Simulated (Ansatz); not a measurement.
Consider Mo in the bcc (W type) structure (space group Im-3m, No. 229; a = 3.1300 Å; relaxed with 0.1 eV smearing).

All numbers come from Ansatz (a quantum-chemistry and plane-wave program), PBEsol, PAW, cutoff 420 eV, no spin-orbit coupling.

For the base:

| Item | Value |
|---|---|
| Pressure | 0.0 GPa |
| Band gap | zero |

Modification: an isotropic linear strain of −1.50 %, atoms relaxed at fixed cell.

Question: How does this affect the energy relative to the base, pressure and band gap?

Answer: The energy increases by 28 meV/atom; the pressure goes from zero to 13.9 GPa; the band gap is still zero.

No phonon test of stability was made. All final runs are without spin polarisation.
